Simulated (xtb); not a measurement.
xtb 6.7.1, GFN1-xTB: W(O)(NH)(Br)(Me) ([CH3][W](=[NH])(=[O])[Br]), 9 atoms. The geometry is a generated start, not checked to be a minimum at this level.

```yaml
method: GFN1-xTB
"--acc": 1 (default)
"--etemp (K)": 300 (default)
detailed input (--input): "none: ANC optimiser, Lindh (1995) Hessian, microcycle=20, maxdispl=1.0, hlow=0.01 (default)"
basis_functions: 40
valence_electrons: 32
```

```xyz
9

W      0.5282     0.4683    -0.5124
O      2.1518     0.5648    -0.0914
N      0.0975    -0.5181    -1.9347
H      0.1575    -1.0965    -2.7769
Br    -0.4247     2.6674    -0.7309
C     -0.4693    -0.4325     1.2382
H     -0.7483    -1.4984     1.2499
H     -1.4206     0.1288     1.4000
H      0.1279    -0.2838     2.1581
```

Charge 0 and multiplicity 1 are set for this test and not shown to be the ground state.

The structure is relaxed from this start with --opt LEVEL for the levels crude, sloppy, loose, lax, normal, tight, vtight, extreme, once each. Up to the end of the extreme run atoms move by at most 0.59 Å along an axis.

### Question
Choose the cheapest level whose final energy lies within 5 meV of that of extreme.

### Answer
lax: 19 cycles against 36, ending 1.6 meV above.

| level | cycles | energy above the extreme run (meV) | gradient norm (eV/Å) |
|---|---|---|---|
| crude | 7 | 15 | 0.27 |
| sloppy | 7 | 15 | 0.27 |
| loose | 9 | 13 | 0.12 |
| lax | 19 | 1.6 | 0.13 |
| normal | 29 | 0.24 | 0.040 |
| tight | 33 | under 0.01 | 0.013 |
| vtight | 35 | under 0.01 | 0.0035 |
| extreme | 36 | — | 0.0015 |
